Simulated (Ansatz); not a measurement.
**Band gaps of compounds of P, As: HSE06 from PBE**

Kohn-Sham band gaps in eV, highest filled to lowest empty level on each run's k-point mesh, so edges off the mesh make the true gap smaller. Crystals with no clear gap at one or both levels aren't in the table, nor are crystals whose gap moves by over 0.03 eV on the hybrid's coarser mesh, compounds of V to Ni run without spin or salts with parallel moments, so the line says nothing of them. A dispersion term ran beside these levels; it doesn't touch the electrons.

Plane-wave PAW calculations with Ansatz (a program for electronic structure), its default PAW set, cutoff 420 eV. The structures are at rest with PBE; other levels are single points on them. HSE06 runs on coarser k-point meshes, which give the PBE gaps of the finer ones within 0.03 eV. Neutral cells; Fermi-Dirac smearing of at most 0.05 eV in the solids, energies taken to zero width. The lattices are those relaxed with PBE, so at other levels the solids can be strained, which adds to the spread. The runs are scalar-relativistic, without spin-orbit coupling.

```json
[
 {"crystal": "InP (zinc blende, F-43m)", "PBE": "0.44", "HSE06": "1.19"},
 {"crystal": "GaP (zinc blende, F-43m)", "PBE": "1.58", "HSE06": "2.31"},
 {"crystal": "ZnSnP2 (chalcopyrite, I-42d)", "PBE": "0.68", "HSE06": "[?]"},
 {"crystal": "ZnGeP2 (chalcopyrite, I-42d)", "PBE": "1.14", "HSE06": "1.94"},
 {"crystal": "ZnSiP2 (chalcopyrite, I-42d)", "PBE": "1.36", "HSE06": "2.03"},
 {"crystal": "BAs (zinc blende, F-43m)", "PBE": "1.21", "HSE06": "1.87"}
]
```

Task: Use a least-squares line through the complete rows, the HSE06 gap on the PBE gap, to estimate the missing value.

Result: With x = the PBE gap and y = the HSE06 gap, the five complete rows give Σx = 5.73, Σy = 9.34, Σx² = 7.3033, Σxy = 11.4085. The slope is b = (nΣxy − ΣxΣy)/(nΣx² − (Σx)²) = 0.957 and the intercept a = (Σy − bΣx)/n = 0.771 eV. The fitted rows themselves scatter about the line by 0.05 eV (root mean square; median size 0.04), most for ZnGeP2 (chalcopyrite, I-42d) (0.08). For ZnSnP2 (chalcopyrite, I-42d), x = 0.68 gives y = 0.771 + (0.957) × (0.68) = 1.42 eV. The run itself gives 1.51 eV, so the line misses by 0.09 eV.
